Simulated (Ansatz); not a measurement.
The starting structures come from a database of crystals and need not be the phases stable at ambient conditions.

 Where the default PAW files enter, the runs use the earlier of Ansatz's two default sets.

By PBEsol, the system below comes out a metal.

Without scattering a metal conducts by its projected Fermi surface.

Given:

```
ZrSi
1.0
    3.84681     0.00000     0.00000
   -1.92340     5.07307     0.00000
    0.00000     0.00000     3.75684
Zr Si
2 2
Direct
  0.64515   0.29030   0.25000
  0.35485   0.70970   0.75000
  0.92185   0.84370   0.25000
  0.07815   0.15630   0.75000
```

Space group of this cell: Cmcm. The cell is strained (lengths across the current scaled by 1.02, ions clamped); by PBEsol its mean pressure is -8.1 GPa.

The current flows along the normal of the first two printed cell vectors. No spin-orbit coupling; the value is a mean over 0.1 eV about the Fermi level.

### Question
Estimate the ballistic conductance per area that PBEsol in Ansatz (a quantum-chemistry and plane-wave program) returns for this system.

### Answer
0.34 × 10¹⁵ S/m² for both spins.
